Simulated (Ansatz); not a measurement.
The reference is GaAs in the zinc blende structure (space group F-43m, No. 216).

```cif
data_AsGa
_chemical_formula_sum 'As1 Ga1'
_space_group_name_H-M_alt 'P 1'
_space_group_IT_number 1
_cell_length_a 4.00182
_cell_length_b 4.00182
_cell_length_c 4.00182
_cell_angle_alpha 60.000
_cell_angle_beta 60.000
_cell_angle_gamma 60.000
loop_
_space_group_symop_operation_xyz
  'x, y, z'
loop_
_atom_site_label
_atom_site_type_symbol
_atom_site_fract_x
_atom_site_fract_y
_atom_site_fract_z
_atom_site_occupancy
As1 As 0.75000 0.75000 0.75000 1
Ga1 Ga 0.00000 0.00000 0.00000 1
```

Calculations: PBEsol/PAW in Ansatz (a quantum-chemistry and plane-wave program), spin-orbit coupling left out, earlier PAW set.

One change was made to it. Results:

```
quantity             base     after
---------------  --------  --------
volume per atom  22.66 Å³  27.96 Å³
band gap          0.42 eV      zero
```

**Question.** What was done to the base?
(A) Ga → Zn
(B) As → Hg
(C) As → C

**Answer.** B, As → Hg. For comparison, the volume per atom in the other runs: As → C gives 12.48 Å³; Ga → Zn gives 21.72 Å³.

Stability against distortions was not tested. As relaxed here, GaHg, GaC and ZnAs are hypothetical phases, not in the database extracts checked. All final runs are without spin polarisation. An odd electron count without spin: GaHg, GaC and ZnAs.
